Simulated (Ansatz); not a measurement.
## (16,0) carbon nanotube

Levels: PBE (plane waves to 420 eV, PAW; Ansatz, an electronic-structure program); r2SCAN (plane waves to 500 eV, PAW; Ansatz); HSE06 (Ansatz). Unmarked values and the geometry are of the first. Mesh 1×1×18. No spin polarisation. One-dimensional cell, images about 11 Å apart. An idealised model, rolled from the flat sheet. Symmetry and one short period hold its shape; lower forms weren't sought. HSE06 ran on a 1×1×4 mesh and at PBE's edge points. Buckling under compression is shut out by symmetry and the short period.

| Item | Result |
|---|---|
| period along the axis (64 atoms) | 4.273 Å |
| mean diameter | 12.60 Å |
| energy over the flat sheet | +49 meV/atom |
| PBE gap | 0.53 eV, direct at Γ |
| electron mass along the axis (PBE) | 0.060 mₑ |
| hole mass along the axis (PBE) | 0.059 mₑ |
| valence and conduction edges under the vacuum level (PBE) | 4.58 and 4.04 eV |
| r2SCAN gap at this geometry | 0.57 eV |
| HSE06 gap at this geometry | 0.69 eV |
| axial stiffness dF/dε | 1340 nN |

```yaml
crystal:
  lattice:
    - [24.00000, 0.00000, 0.00000]
    - [0.00000, 24.00000, 0.00000]
    - [0.00000, 0.00000, 4.27251]
  atoms:
    - { symbol: C, position: [0.76248, 0.50000, 0.66657] }
    - { symbol: C, position: [0.75743, 0.55121, 0.83343] }
    - { symbol: C, position: [0.76248, 0.50000, 0.33343] }
    - { symbol: C, position: [0.74250, 0.60045, 0.66657] }
    - { symbol: C, position: [0.71825, 0.64583, 0.83343] }
    - { symbol: C, position: [0.75743, 0.55121, 0.16657] }
    - { symbol: C, position: [0.74250, 0.60045, 0.33343] }
    - { symbol: C, position: [0.68560, 0.68560, 0.66657] }
    - { symbol: C, position: [0.64583, 0.71825, 0.83343] }
    - { symbol: C, position: [0.71825, 0.64583, 0.16657] }
    - { symbol: C, position: [0.68560, 0.68560, 0.33343] }
    - { symbol: C, position: [0.60045, 0.74250, 0.66657] }
    - { symbol: C, position: [0.55121, 0.75743, 0.83343] }
    - { symbol: C, position: [0.64583, 0.71825, 0.16657] }
    - { symbol: C, position: [0.60045, 0.74250, 0.33343] }
    - { symbol: C, position: [0.50000, 0.76248, 0.66657] }
    - { symbol: C, position: [0.44879, 0.75743, 0.83343] }
    - { symbol: C, position: [0.55121, 0.75743, 0.16657] }
    - { symbol: C, position: [0.50000, 0.76248, 0.33343] }
    - { symbol: C, position: [0.39955, 0.74250, 0.66657] }
    - { symbol: C, position: [0.35417, 0.71825, 0.83343] }
    - { symbol: C, position: [0.44879, 0.75743, 0.16657] }
    - { symbol: C, position: [0.39955, 0.74250, 0.33343] }
    - { symbol: C, position: [0.31440, 0.68560, 0.66657] }
    - { symbol: C, position: [0.28175, 0.64583, 0.83343] }
    - { symbol: C, position: [0.35417, 0.71825, 0.16657] }
    - { symbol: C, position: [0.31440, 0.68560, 0.33343] }
    - { symbol: C, position: [0.25750, 0.60045, 0.66657] }
    - { symbol: C, position: [0.24257, 0.55121, 0.83343] }
    - { symbol: C, position: [0.28175, 0.64583, 0.16657] }
    - { symbol: C, position: [0.25750, 0.60045, 0.33343] }
    - { symbol: C, position: [0.23752, 0.50000, 0.66657] }
    - { symbol: C, position: [0.24257, 0.44879, 0.83343] }
    - { symbol: C, position: [0.24257, 0.55121, 0.16657] }
    - { symbol: C, position: [0.23752, 0.50000, 0.33343] }
    - { symbol: C, position: [0.25750, 0.39955, 0.66657] }
    - { symbol: C, position: [0.28175, 0.35417, 0.83343] }
    - { symbol: C, position: [0.24257, 0.44879, 0.16657] }
    - { symbol: C, position: [0.25750, 0.39955, 0.33343] }
    - { symbol: C, position: [0.31440, 0.31440, 0.66657] }
    - { symbol: C, position: [0.35417, 0.28175, 0.83343] }
    - { symbol: C, position: [0.28175, 0.35417, 0.16657] }
    - { symbol: C, position: [0.31440, 0.31440, 0.33343] }
    - { symbol: C, position: [0.39955, 0.25750, 0.66657] }
    - { symbol: C, position: [0.44879, 0.24257, 0.83343] }
    - { symbol: C, position: [0.35417, 0.28175, 0.16657] }
    - { symbol: C, position: [0.39955, 0.25750, 0.33343] }
    - { symbol: C, position: [0.50000, 0.23752, 0.66657] }
    - { symbol: C, position: [0.55121, 0.24257, 0.83343] }
    - { symbol: C, position: [0.44879, 0.24257, 0.16657] }
    - { symbol: C, position: [0.50000, 0.23752, 0.33343] }
    - { symbol: C, position: [0.60045, 0.25750, 0.66657] }
    - { symbol: C, position: [0.64583, 0.28175, 0.83343] }
    - { symbol: C, position: [0.55121, 0.24257, 0.16657] }
    - { symbol: C, position: [0.60045, 0.25750, 0.33343] }
    - { symbol: C, position: [0.68560, 0.31440, 0.66657] }
    - { symbol: C, position: [0.71825, 0.35417, 0.83343] }
    - { symbol: C, position: [0.64583, 0.28175, 0.16657] }
    - { symbol: C, position: [0.68560, 0.31440, 0.33343] }
    - { symbol: C, position: [0.74250, 0.39955, 0.66657] }
    - { symbol: C, position: [0.75743, 0.44879, 0.83343] }
    - { symbol: C, position: [0.71825, 0.35417, 0.16657] }
    - { symbol: C, position: [0.74250, 0.39955, 0.33343] }
    - { symbol: C, position: [0.75743, 0.44879, 0.16657] }
```
